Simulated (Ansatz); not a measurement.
The starting structures come from a database of crystals and need not be the phases stable at ambient conditions.

Inside the gap of an insulator the Bloch states are evanescent, with a wavenumber k + iκ along the transport direction.

```yaml
crystal:
  lattice:
    - [4.52716, 0.00000, 0.00000]
    - [0.00000, 5.08125, 0.00000]
    - [0.00000, 0.00000, 4.11412]
  atoms:
    - { symbol: Si, position: [0.25000, 0.34769, 0.50000] }
    - { symbol: Si, position: [0.75000, 0.65231, 0.50000] }
    - { symbol: Si, position: [0.75000, 0.15231, 0.00000] }
    - { symbol: Si, position: [0.25000, 0.84769, 0.00000] }
    - { symbol: O, position: [0.42003, 0.61758, 0.26910] }
    - { symbol: O, position: [0.57997, 0.38242, 0.73090] }
    - { symbol: O, position: [0.92003, 0.88242, 0.23090] }
    - { symbol: O, position: [0.07997, 0.11758, 0.76910] }
    - { symbol: O, position: [0.57997, 0.88242, 0.76910] }
    - { symbol: O, position: [0.42003, 0.11758, 0.23090] }
    - { symbol: O, position: [0.07997, 0.61758, 0.73090] }
    - { symbol: O, position: [0.92003, 0.38242, 0.26910] }
```

Space group of this cell: Pbcn. The cell is taken as given; by r2SCAN its mean pressure is -9.7 GPa.

Transport runs along the normal of the first two printed cell vectors.

The gap is the functional's own. No spin-orbit coupling. Mid-gap values are interpolated on the energy grid.

Q: Predict the band gap and the smallest decay constant κ at mid-gap from r2SCAN in Ansatz (a quantum-chemistry and plane-wave program).

A: Gap 6.20 eV on a 8×6×8 mesh; κ = 0.391 1/Å, at the zone centre.
